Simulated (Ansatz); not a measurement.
## SiC: pressure series

Take SiC (space group P6_3mc, No. 186; a = 3.078 Å, c = 10.076 Å) as the base.

Cell and atoms are relaxed at each pressure.

Method: PBEsol in Ansatz (plane waves to 420 eV, PAW, spin-orbit coupling left out), earlier PAW set.

Candidates:
(a) pressure 75 GPa
(b) pressure 30 GPa
(c) pressure 100 GPa
(d) pressure 3 GPa

Before the change:

| Quantity | Value |
|---|---|
| Width of the top valence band | 2.47 eV |

**Question.** Order them by width of the top valence band, lowest first.

**Answer.** (d) pressure 3 GPa (2.49 eV), (b) pressure 30 GPa (2.63 eV), (a) pressure 75 GPa (2.79 eV), (c) pressure 100 GPa (2.85 eV)

The levels and masses belong to the bands next to the band gap. Load acts through the strain it causes; cell and atoms are relaxed under it. Stability against distortions was not tested. No other phases were tried under pressure.

Ansatz is a program for electronic structure.
